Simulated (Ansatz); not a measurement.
Base system: NaCl in the rock salt structure (space group Fm-3m, No. 225).

```
NaCl
1.0
    0.00000     2.84789     2.84789
    2.84789     0.00000     2.84789
    2.84789     2.84789     0.00000
Na Cl
1 1
Direct
  0.00000   0.00000   0.00000
  0.50000   0.50000   0.50000
```

Calculations: PBE (Ansatz, a program for electronic structure), spin-orbit coupling left out.

Carriers are added at fixed cell with a uniform background; the Fermi–Dirac width is that of 300 K.

One change was made to it. Results:

The Fermi level relative to the doped band's edge (positive inside the band; to 0.05 eV) is +0.75 eV; the gap between the host's bands falls by 0.05 eV to 4.95 eV; the gap character remains direct at Γ.

### Question
Which of these changes matches the shifts?
A. electrons 7.0×10^21 cm⁻³
B. holes 1.0×10^21 cm⁻³
C. electrons 1.0×10^21 cm⁻³
D. holes 3.0×10^21 cm⁻³

### Answer
C, electrons 1.0×10^21 cm⁻³. For comparison, the Fermi level from band edge in the other runs: holes 1.0×10^21 cm⁻³ gives +0.05 eV; electrons 7.0×10^21 cm⁻³ gives +2.05 eV; holes 3.0×10^21 cm⁻³ gives +0.10 eV.

Carriers are added with a uniform compensating background; total energy and stress of such cells depend on the potential's zero and are not compared; many-body gap narrowing is missing at this level. Whether these cells are dynamically stable was not tested.
